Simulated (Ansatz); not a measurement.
We consider Ge2Os (model structure, started from the AlB2 type, P6/mmm, No. 191, 3 atoms in the cell), described by LDA in Ansatz (PAW).

Numerical settings: plane-wave cutoff 520 eV, 18×18×12 k mesh (along the axes of the cell as run), Fermi–Dirac smearing 0.05 eV, no spin polarisation, scalar-relativistic PAW data made under PBE.

Cell (relaxed at this level):

OsGe₂ is taken in the hexagonal space group P6/mmm (No. 191), Pearson symbol hP3. Lattice parameters: a = b = 4.5908 Å, c = 2.5455 Å, α = β = 90.00°, γ = 120.00°. Os on 1a sees 2 Os at 2.545 Å and 12 Ge at 2.940 Å. Ge on 2d is surrounded by 5 Ge at 2.545–2.650 Å and 6 Os at 2.940 Å. (Neighbours: up to the widest gap in distance over summed covalent radii, below 1.35, at either atom; cation-cation and far metal-metal contacts left out.)

**Question.** Predict the bulk modulus.

**Answer.** 
- bulk modulus: 135 GPa

Note: the run has no spin polarisation, so it can have missed a magnetic state; the bulk modulus is −V dP/dV from two relaxed cells at ±2 % in volume; the relaxation could raise the start's symmetry but not lower it, so the cell can be a saddle point.

Spin–orbit coupling is not included; it can open a gap where bands touch, and shift volumes and moduli.

The computed numbers hold no vibrational or temperature effects.

A model structure was made by putting elements into a prototype or built by hand; it is no filed structure, need not be a known phase, and can be a saddle point held by its symmetry.

Ansatz is a program for electronic structure.
